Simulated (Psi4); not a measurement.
Psi4 1.11, WB97X/def2-svp: Mo(NH)(F)3(Cl) ([NH]=[Mo]([F])([F])([F])[Cl]), 7 atoms. The geometry is a generated start, not checked to be a minimum at this level.

```json
{
 "task": "energy",
 "method": "wb97x",
 "basis": "def2-svp",
 "memory": "3 GB",
 "maxiter": "100",
 "keys_of_the_molecule_block": "symmetry c1",
 "scf_type": "df (default)",
 "guess": "auto, which took SAD (default)",
 "scf_initial_accelerator": "adiis (default)",
 "e_convergence": "1e-06 (default)",
 "d_convergence": "1e-06 (default)",
 "dft_radial_points": "75 (default)",
 "dft_spherical_points": "302 (default)",
 "effective_core_potentials": "those of the basis set, past Kr",
 "basis_functions": "110",
 "grid_points": "151890"
}
```

```xyz
7

Mo    -0.0873     0.1999     0.2747
N      0.2025    -0.9004    -1.0168
H      0.3381    -1.5794    -1.7520
F      0.9872    -0.4555     1.5365
F     -1.3681     1.2222    -0.4272
F     -1.3939    -0.3264     1.3958
Cl     1.3214     1.8396    -0.0110
```

Charge 0 and multiplicity 1 are set for this test and not shown to be the ground state.

One run each on 2 threads. Values of diis_max_vecs tried: 3, 6, 10 (default), 20.

Predict the course of the SCF iterations along this series.

Fewest SCF iterations, within one of each other: 10 (default) with 12, 20 with 12. The count rises to 18 at 3. All converge to one solution.

```
diis_max_vecs  SCF iterations            end
-------------  --------------  -------------
3                          18  same solution
6                          14  same solution
10 (default)               12  same solution
20                         12  same solution
```
